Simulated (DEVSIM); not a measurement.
Device: illuminated GaSb p-on-n cell, one wavelength, at 350 K.

| layer (left to right) | material | thickness (μm) | Nd (cm⁻³) | Na (cm⁻³) | τn (s) | τp (s) | absorption coefficient (cm⁻¹) |
|---|---|---|---|---|---|---|---|
| 1 | GaSb | 0.0580 | - | 5.9e17 | 5.5e-9 | 5.3e-10 | 7400 |
| 2 | GaSb | 2.60 | 4.8e16 | - | 2.5e-8 | 2.5e-8 | 7400 |

Left contact: ohmic, minority electron recombination velocity 60000 cm/s. Right contact: ohmic, minority hole recombination velocity 6000 cm/s. Voltage is applied to the left contact. Recombination: SRH at mid-gap, radiative, Auger. Light enters at the left, 2.3e16 photons cm⁻² s⁻¹, one pass, no reflection. Mobility is μmin + (μ − μmin)/(1 + (N/Nref)^α).

This is a model device: material constants are rounded textbook-type values typed into the input, and sizes, dopings and lifetimes were drawn at random. Values at 300 K; Nc and Nv go as T^1.5, mobilities as T to minus their exponent, the gap by Varshni's rule with the affinity fixed.

| parameter | GaSb |
|---|---|
| gap (eV) | 0.726 |
| affinity (eV) | 4.06 |
| permittivity | 15.7 |
| Nc (cm⁻³) | 2.1e17 |
| Nv (cm⁻³) | 1.8e19 |
| μn (cm²/Vs) | 5000 |
| μp (cm²/Vs) | 850 |
| μn,min | 1000 |
| μp,min | 190 |
| Nref,n | 2.8e17 |
| Nref,p | 9e17 |
| αn | 1.05 |
| αp | 0.65 |
| T exponent of μn | 2 |
| T exponent of μp | 1.7 |
| B (cm³/s) | 1e-10 |
| Cn (cm⁶/s) | 5e-30 |
| Cp (cm⁶/s) | 5e-30 |
| Varshni α (eV/K) | 0.00042 |
| Varshni β (K) | 140 |

DEVSIM, 1D drift-diffusion, Boltzmann statistics, complete ionisation; no tunnelling, impact ionisation, image-force lowering or self-heating.

Base results: dark forward voltage at 100 A/cm² (V) 0.464; fill factor 0.46; largest power (mW/cm²) 0.176; open-circuit voltage (V) 0.127.

Problem. What follows from this one change: recombination velocity at the left contact 60000 → 1e+07 cm/s?

Solution. dark forward voltage at 100 A/cm² 0.464 → 0.365 V; fill factor 0.46 → 0.34; largest power 0.176 → 0.0524 mW/cm²; open-circuit voltage 0.127 → 0.052 V.

Problem. What follows from this one change: recombination velocity at the right contact 6000 → 1e+07 cm/s?

Solution. dark forward voltage at 100 A/cm² 0.464 → 0.418 V; fill factor 0.46 → 0.42; largest power 0.176 → 0.0791 mW/cm²; open-circuit voltage 0.127 → 0.085 V.

Problem. What follows from this one change: temperature 350 → 250 K?

Solution. dark forward voltage at 100 A/cm² 0.464 → 0.593 V; fill factor 0.46 → 0.73; largest power 0.176 → 0.782 mW/cm²; open-circuit voltage 0.127 → 0.352 V.

Problem. What follows from this one change: thickness of layer 2 2.6 → 7.8 μm?

Solution. dark forward voltage at 100 A/cm² 0.464 → 0.454 V; fill factor little changed (0.46); largest power little changed (0.178 mW/cm²); open-circuit voltage 0.127 → 0.120 V.
